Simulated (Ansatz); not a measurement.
Consider BP in the zinc blende structure (space group F-43m, No. 216; a = 4.520 Å).

Calculations: PBEsol (Ansatz, a first-principles code; PAW; 420 eV plane waves; without spin-orbit coupling).

Base values:

The hole mass is 0.25, 0.25, 0.34 mₑ (at Γ) and the smallest direct gap is 3.38 eV. The shortest interatomic distance comes out as 1.957 Å.

It is then changed as follows: a hydrostatic pressure of 4.5 GPa.

**Question.** Predict the new hole mass, smallest direct gap and shortest interatomic distance.

**Answer.** The hole mass (degenerate bands, along [100]) changes from 0.25, 0.25, 0.34 mₑ (at Γ) to 0.25, 0.25, 0.36 mₑ (at Γ); the smallest direct gap increases by 0.04 eV (3.38 eV → 3.42 eV); the shortest interatomic distance drops by 0.016 Å, from 1.957 Å to 1.941 Å.

Load acts through the strain it causes; cell and atoms are relaxed under it. Effective masses come from finite differences of ±0.01 Å⁻¹. Stability against distortions was not tested.
